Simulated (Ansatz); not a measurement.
A computed series for TiRh3: response to strain

Take TiRh₃ in the Cu3Au type structure (space group Pm-3m, No. 221; relaxed with 0.1 eV smearing) as the base.

```
TiRh3
1.0
    3.80074     0.00000     0.00000
    0.00000     3.80074     0.00000
    0.00000     0.00000     3.80074
Ti Rh
1 3
Direct
  0.00000   0.00000   0.00000
  0.50000   0.50000   0.00000
  0.00000   0.50000   0.50000
  0.50000   0.00000   0.50000
```

Cartesian axes are those of the cell as printed.

Strains are applied to the cell and any free atomic positions relax; under biaxial strain the out-of-plane vector relaxes too.

Method: Ansatz (a quantum-chemistry and plane-wave program), PBEsol, PAW, cutoff 420 eV, no spin-orbit coupling.

Notes on the quantities. pressure: mean of the normal stresses, compression positive; energy relative to the base: free energy F.

```json
[
 {"variant": "base", "pressure": "0.0 GPa", "space group": "Pm-3m (No. 221)", "energy relative to the base": "0 meV/atom", "shortest interatomic distance": "5.079 bohr"},
 {"variant": "biaxial strain −3.48 %, plane normal [001], relaxed out of plane", "pressure": "___", "space group": "P4/mmm (No. 123)", "energy relative to the base": "+44 meV/atom", "shortest interatomic distance": "4.902 bohr"},
 {"variant": "biaxial strain +1.58 %, plane normal [001], relaxed out of plane", "pressure": "-3.7 GPa", "space group": "P4/mmm (No. 123)", "energy relative to the base": "+7.6 meV/atom", "shortest interatomic distance": "5.079 bohr"},
 {"variant": "biaxial strain +2.44 %, plane normal [111], relaxed out of plane", "pressure": "-8.0 GPa", "space group": "R-3m (No. 166)", "energy relative to the base": "+27 meV/atom", "shortest interatomic distance": "5.077 bohr"},
 {"variant": "isotropic strain +0.67 %", "pressure": "-4.9 GPa", "space group": "Pm-3m (No. 221)", "energy relative to the base": "___", "shortest interatomic distance": "5.113 bohr"},
 {"variant": "isotropic strain +4.35 %", "pressure": "___", "space group": "Pm-3m (No. 221)", "energy relative to the base": "+160 meV/atom", "shortest interatomic distance": "5.300 bohr"},
 {"variant": "uniaxial strain ε_xx = +5.18 %", "pressure": "-11.3 GPa", "space group": "P4/mmm (No. 123)", "energy relative to the base": "+40 meV/atom", "shortest interatomic distance": "5.079 bohr"}
]
```

Problem. Fill in the withheld entries from the trend.

Solution. 
- biaxial strain −3.48 %, plane normal [001], relaxed out of plane, pressure: 10.4 GPa
- isotropic strain +0.67 %, energy relative to the base: +4.4 meV/atom
- isotropic strain +4.35 %, pressure: -24.2 GPa

Stability against distortions was not tested. The final runs are not spin-polarised.
